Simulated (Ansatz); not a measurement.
Base system: Si in the diamond structure (space group Fd-3m, No. 227).

```yaml
crystal:
  lattice:
    - [0.00000, 2.71688, 2.71688]
    - [2.71688, 0.00000, 2.71688]
    - [2.71688, 2.71688, 0.00000]
  atoms:
    - { symbol: Si, position: [0.00000, 0.00000, 0.00000] }
    - { symbol: Si, position: [0.25000, 0.25000, 0.25000] }
```

Calculations: Ansatz (a quantum-chemistry and plane-wave program), PBEsol, PAW, cutoff 420 eV, no SOC.

Base values:

| Item | Result |
|---|---|
| Hole mass | 0.17, 0.26, 0.26 mₑ (at Γ) |
| Valley order | a point along ⟨100⟩, about 1.0 Å⁻¹ from Γ 0.47 eV; L along ⟨111⟩ 1.46 eV |
| Width of the top valence band | 3.90 eV |

Modification: an isotropic linear strain of +2.00 %, atoms relaxed at fixed cell.

### Question
What does the calculation give for the hole mass, valley order, energy relative to the base, mean gap deformation potential ΔEg/Δln V and width of the top valence band after the change?

### Answer
The hole mass (degenerate bands, along [100]) changes from 0.17, 0.26, 0.26 mₑ (at Γ) to 0.14, 0.27, 0.27 mₑ (at Γ); the valley order (the lowest conduction-band minima on the path, energy above the VBM, named in the base's zone) changes from a point along ⟨100⟩, about 1.0 Å⁻¹ from Γ 0.47 eV; L along ⟨111⟩ 1.46 eV to a point along ⟨100⟩, about 1.0 Å⁻¹ from Γ 0.57 eV; L along ⟨111⟩ 1.25 eV; the energy goes up by 20 meV/atom; the mean gap deformation potential ΔEg/Δln V comes out as +1.7 eV; the width of the top valence band shrinks by 0.25 eV to 3.65 eV.

Masses are band curvatures over ±0.01 Å⁻¹ around the edge. No phonon test of stability was made.
